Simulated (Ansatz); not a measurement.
Consider Zr in the hcp (Mg type) structure (space group P6_3/mmc, No. 194; a = 3.244 Å, c = 5.158 Å; relaxed with 0.1 eV smearing).

Structures relaxed with r2SCAN/PAW in Ansatz (an electronic-structure program), no spin-orbit coupling.

Base:

Simulated powder pattern, Cu Kα1, λ = 1.54056 Å (kinematic, ideal powder, no thermal factors, no anomalous dispersion; the 14 strongest lines at most, above 2 %, up to 2θ = 90°):

```
2θ (°)  I/Imax (%)    hkl
------  ----------  -----
31.82           24  (100)
34.76           25  (002)
36.38          100  (101)
47.84           15  (102)
56.70           18  (110)
63.37           19  (103)
66.50          2.8  (200)
68.25           21  (112)
69.26           15  (201)
73.36          2.8  (004)
77.27          3.6  (202)
82.18          3.1  (104)
```

After one change:

Simulated powder pattern, Cu Kα1, λ = 1.54056 Å (kinematic, ideal powder, no thermal factors, no anomalous dispersion; the 14 strongest lines at most, above 2 %, up to 2θ = 90°):

```json
[
 {"2θ (°)": "32.15", "I/Imax (%)": "24"},
 {"2θ (°)": "35.12", "I/Imax (%)": "25"},
 {"2θ (°)": "36.76", "I/Imax (%)": "100"},
 {"2θ (°)": "48.35", "I/Imax (%)": "15"},
 {"2θ (°)": "57.32", "I/Imax (%)": "18"},
 {"2θ (°)": "64.08", "I/Imax (%)": "19"},
 {"2θ (°)": "67.26", "I/Imax (%)": "2.8"},
 {"2θ (°)": "69.03", "I/Imax (%)": "20"},
 {"2θ (°)": "70.06", "I/Imax (%)": "15"},
 {"2θ (°)": "74.22", "I/Imax (%)": "2.8"},
 {"2θ (°)": "78.20", "I/Imax (%)": "3.6"},
 {"2θ (°)": "83.20", "I/Imax (%)": "3.1"}
]
```

**Question.** Name the change that was made.
A. isotropic strain −3.00 %
B. isotropic strain −1.00 %
C. isotropic strain −2.00 %
D. isotropic strain −1.50 %

**Answer.** B, isotropic strain −1.00 %. Its volume per atom is 22.81 Å³ against 23.51 Å³, and its space group is P6_3/mmc (No. 194).

No phonon test of stability was made. The final runs are not spin-polarised.
